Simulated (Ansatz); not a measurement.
# Fe2O3: biaxial strain +1.75 %, plane normal [001], relaxed out of plane

Take Fe2O3 in the corundum structure (space group R-3c, No. 167; a = 4.772 Å, c = 13.311 Å (hexagonal axes); ferromagnetic) as the base. Axes: x lies along a and z along c of the hexagonal cell.

Now apply this change: biaxial strain +1.75 %, plane normal [001], relaxed out of plane (Cartesian); in-plane vectors clamped, the third vector and the atoms free.

Calculations: Kohn–Sham DFT with the PBE functional, run in Ansatz (an electronic-structure program) with PAW and 420 eV plane waves, without spin-orbit coupling. Settings: 12×12×12 k-points, 0.05 eV Fermi–Dirac smearing.

- Volume per atom = 8.89 Å³ (base 8.75 Å³)
- Space group = R-3c (No. 167) (base R-3c (No. 167))
- Shortest interatomic distance = 1.910 Å (base 1.895 Å)
- Energy relative to the base (free energy F) = +5.6 meV/atom
- Band gap = zero (base zero)
- Magnetic state = ferromagnetic (base ferromagnetic)
- Largest site moment = 0.87 μB (base 0.86 μB)
- Out-of-plane strain = -1.84 % (rough)
- Mean in-plane stress (compression positive) = -5.8 GPa (rough)

Final structure (turned so that z lies along the plane normal):

```
Fe2O3
1.0
    4.85583     0.00000     0.00000
    2.42791     4.20527     0.00000
    2.42791    -1.40176     4.35505
Fe O
4 6
Direct
  0.30734   0.34633   0.03900
  0.69266   0.15367   0.46100
  0.69266   0.65367   0.96100
  0.30734   0.84633   0.53900
  0.81156   0.93844   0.75000
  0.50000   0.56156   0.75000
  0.18844   0.25000   0.75000
  0.18844   0.06156   0.25000
  0.50000   0.43844   0.25000
  0.81156   0.75000   0.25000
```

Cost of the whole job for the changed cell (relaxation, final SCF and bands): about 11 core-minutes (a rough figure).

Without a gap, meshes like the base's 12×12×12 leave anisotropic stresses uncertain by several tenths of a GPa, and small strain energies with them. Whether these cells are dynamically stable was not tested. No Hubbard U is applied and the magnetic state is the run's own (Fe2O3 ferromagnetic); small cells can't hold the antiferromagnetic order that many such compounds have, so gaps and moments can be off. In its common phase, real Fe2O3 is an antiferromagnetic insulator at low temperature.
